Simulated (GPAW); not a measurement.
Band structure of CsK3 (Fm-3m, 4 atoms in the cell).

```
CELL_PARAMETERS angstrom
      0.00000     5.54686     5.54686
      5.54686     0.00000     5.54686
      5.54686     5.54686     0.00000
ATOMIC_POSITIONS crystal
  K  0.25000 0.25000 0.25000
  K  0.75000 0.75000 0.75000
  K  0.50000 0.50000 0.50000
  Cs 0.00000 0.00000 0.00000
```

Method of the run: PBEsol, GPAW PAW datasets PBEsol (made by gpaw-setup) (plane waves; GPAW).

Settings: mode = pw; ecut = 600 eV; xc = PBEsol; kpts = 4 4 4; mesh shift (steps) = 0 0 0; occupations.name = methfessel-paxton; occupations.width = 0.1 eV; occupations.order = 0; nbands = -6; symmetry.symmorphic = false; symmetry.tolerance = 0.0005; maxiter = 100; bandpath_npoints = 50.

The starting cell comes from a database of computed structures (which also holds hypothetical and non-ambient phases and stackings), without a prior relaxation at this level.

Levels in eV from the Fermi level, bands 15 to 22:
```json
[
 {"point": "Γ", "15": "-10.48", "16": "-10.48", "17": "-1.96", "18": "1.03", "19": "1.03", "20": "1.03", "21": "1.33", "22": "1.33"},
 {"point": "X", "15": "-10.48", "16": "-10.48", "17": "-0.65", "18": "-0.56", "19": "0.15", "20": "0.52", "21": "0.75", "22": "0.75"},
 {"point": "W", "15": "-10.48", "16": "-10.48", "17": "-0.41", "18": "-0.32", "19": "-0.32", "20": "-0.17", "21": "1.53", "22": "1.53"},
 {"point": "K", "15": "-10.48", "16": "-10.48", "17": "-0.52", "18": "-0.44", "19": "-0.41", "20": "0.52", "21": "0.78", "22": "1.58"},
 {"point": "L", "15": "-10.48", "16": "-10.48", "17": "-0.93", "18": "-0.90", "19": "0.87", "20": "0.87", "21": "1.40", "22": "1.40"},
 {"point": "U", "15": "-10.48", "16": "-10.48", "17": "-0.52", "18": "-0.44", "19": "-0.41", "20": "0.52", "21": "0.78", "22": "1.58"}
]
```

Bands cross the Fermi level along this path, so the cell is metallic at this level.
